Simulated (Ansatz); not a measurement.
Structures of equal composition on the (111)B surface of zinc-blende GaAs (As plane on top): 2x2 Si adatom at H3; 2x2 Si adatom at T4. The slabs share one bottom face, and each structure is named by its start. These are constructed structures in small cells; real faces may alloy, dewet or reconstruct in larger ones, and not all known structures of the face are among them. Slabs of about 14 Å, Fermi-Dirac smearing of 0.025 eV. Bottom of the slabs: H caps. Relaxed from the named starts with such symmetry as they have, on meshes of like density; energies extrapolated to zero smearing; spin only where a row says so; no spin-orbit coupling, no U. Brackets mark spin-polarised runs, whose order is one that fits the cell. Where a second, spin-polarised start was run, the lower counts.

Calculation: PBE (plane waves to 420 eV, PAW; Ansatz, a quantum-chemistry and plane-wave program).

Put the candidates in order of energy per 1x1 cell, lowest first, for PBE.

2x2 Si adatom at T4 (0.000 eV [spin, 0.8 μB a cell], no gap on the mesh), 2x2 Si adatom at H3 (0.049 eV [spin start, no net moment], no gap on the mesh)
